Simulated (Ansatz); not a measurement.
# Ca: pressure −1 GPa

Start from Ca in the fcc (Cu type) structure (space group Fm-3m, No. 225; a = 5.527 Å).

It is then changed as follows: a negative pressure, −1 GPa.

The values are results of PBE (Ansatz, an electronic-structure program), without spin-orbit coupling, not measurements. k-mesh 15×15×15 (Γ-centred); smearing 0.05 eV (Fermi–Dirac).

```tsv
quantity	base	changed	shift
volume per atom	42.20 Å³	44.98 Å³	+2.78 Å³
density	1.58 g/cm³	1.48 g/cm³	-0.10 g/cm³
enthalpy H = E + PV relative to the base's energy	–	-0.27 eV/atom	–
band gap	zero	zero	–
```

Final structure:

```xyz
1
Lattice="0.0000 2.8227 2.8227 2.8227 0.0000 2.8227 2.8227 2.8227 0.0000" Properties=species:S:1:pos:R:3 pbc="T T T"
Ca     0.0000     0.0000     0.0000
```

Load acts through the strain it causes; cell and atoms are relaxed under it. Whether these cells are dynamically stable was not tested.
